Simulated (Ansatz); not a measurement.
Take ZrSe2 in the CdI2 type structure (space group P-3m1, No. 164; a = 3.7351 Å, c = 6.0315 Å; layered, stacked along the Cartesian z axis) as the base.

Level of theory: DFT with PBE-D3(BJ), PAW potentials and a 420 eV plane-wave cutoff in Ansatz (a first-principles code), no SOC.

Free-standing slabs (3 atom(s) a layer) normal to the stacking axis with 15 Å of vacuum; in-plane cell relaxed.

One change was made to it. Results:

| quantity | base | after |
|---|---|---|
| excess energy per area of both faces (slab less bulk energy over the cell's area: twice a surface energy) (uncertain by up to 0.04 J/m²) | – | 0.45 J/m² |
| band gap | zero | 0.38 eV |
| valence-band top at Γ (three highest levels, from the VBM) | – | 0.00, 0.00, -1.25 eV |
| gap character | – | indirect, Γ → M |
| smallest direct gap | 0.95 eV | 1.10 eV |

Problem. Name the change that was made.
(A) 1 layer
(B) 2 layers
(C) 3 layers

Solution. A, 1 layer. For comparison, the band gap in the other runs: 2 layers gives 0.27 eV; 3 layers gives 0.22 eV.

The excess energy carries the mismatch between the slab's and the bulk's meshes. Whether these cells are dynamically stable was not tested. All final runs are without spin polarisation. Gaps under 0.05 eV, about the width of the smearing, are given as zero. A zero or small gap of ZrSe2 can be the functional's error rather than a property of the material.
